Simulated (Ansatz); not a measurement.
The structure below was relaxed with r2SCAN (Ansatz, a program for electronic structure), spin-orbit coupling left out.

```yaml
crystal:
  lattice:
    - [0.00000, 3.37362, 3.37362]
    - [3.37362, 0.00000, 3.37362]
    - [3.37362, 3.37362, 0.00000]
  atoms:
    - { symbol: K, position: [0.00000, 0.00000, 0.00000] }
```

Question: Find the space group and the Wyckoff positions.

Answer: Space group Fm-3m (No. 225); a = 6.7472 Å, b = 6.7472 Å, c = 6.7472 Å, α = 90.00°, β = 90.00°, γ = 90.00°

```json
[
 {"atom": "K", "site": "4a", "symmetry": "m-3m", "x": "0.0000", "y": "0.0000", "z": "0.0000"}
]
```

Question: Describe the coordination.

Answer: The crystal has 4 atoms in its conventional cell. Conventional cell: a = b = c = 6.747 Å, α = β = γ = 90.00°. K sees 12 K at 4.771 Å (cuboctahedral). (Neighbours: up to the widest gap in distance over summed covalent radii, below 1.35, at either atom.)…

No phonon test of stability was made. The cell was made from Sr by this change: Sr → K; the result is a model cell, its experimental status unchecked. This is not the structure that K has at room temperature and ambient pressure.
